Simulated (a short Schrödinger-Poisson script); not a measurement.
## Symmetric double-gate stack, HfO2 on p-type Si(100)

Stack: symmetric double-gate stack, HfO2 on p-type Si(100), at 300 K.

```tsv
layer	material	thickness (nm)	Na (cm⁻³)
1	HfO2	7.2	-
2	Si	6	2e16
3	HfO2	7.2	-
```

The device is made up for the run: typed textbook-type constants, with dimensions and the other settings drawn at random. HfO2: permittivity 22, conduction-band edge (eV) 1.55, gap (eV) 5.7, electron mass (mₑ) 0.2. Si: permittivity 11.7, conduction-band edge (eV) 0, gap (eV) 1.124, Nv at 300 K (cm⁻³) 3.1e19.

Channel valleys (confinement mass, in-plane density-of-states mass, number): Δ2 0.916, 0.19, 2; Δ4 0.19, 0.417, 4. At the gates, both at one voltage, the conduction-band edge of layer 1 lies 2.14 eV − eVg above the Fermi level of the channel. Gaps are held at their typed values at every temperature. Mesh 0.03 nm at interfaces.

From a short Schrödinger-Poisson script (our own, NumPy): 1D Poisson equation in equilibrium, electrons quantum, Hartree (BenDaniel-Duke, 12 states a valley, the channel's in-plane mass for all, wave functions ending at the dielectric), parabolic valleys, classical holes, full ionisation, no traps, pinning or gate leakage.

```
Vg (V)  electrons (cm⁻²)  C (μF/cm²)  Δ2 E0 (meV)  Δ2 E1 (meV)  Δ4 E0 (meV)  Δ4 E1 (meV)
------  ----------------  ----------  -----------  -----------  -----------  -----------
0.2               1.54e6     < 0.003        401.9        436.1        445.5        610.3
0.4               3.50e9      0.0220        202.0        236.2        245.6        410.5
0.6              1.16e12        2.47         51.4         82.5         95.0        256.8
0.8              5.04e12        3.47         11.5         34.2         56.6        209.6
1                9.58e12        3.78         -8.2          7.4         40.4        185.4
1.2              1.44e13        3.95        -23.2        -12.5         30.6        168.8
1.4              1.94e13        4.07        -36.6        -29.2         23.5        156.1
1.6              2.46e13        4.14        -49.3        -44.2         17.9        145.4
1.8              2.98e13        4.20        -61.8        -58.2         13.0        136.2
2                3.50e13        4.25        -74.1        -71.6          8.7        127.8
```

Gate voltages with under 1e6 electrons/cm² are left out.

Subbands count from the Fermi level. The capacitance is that of both gates.
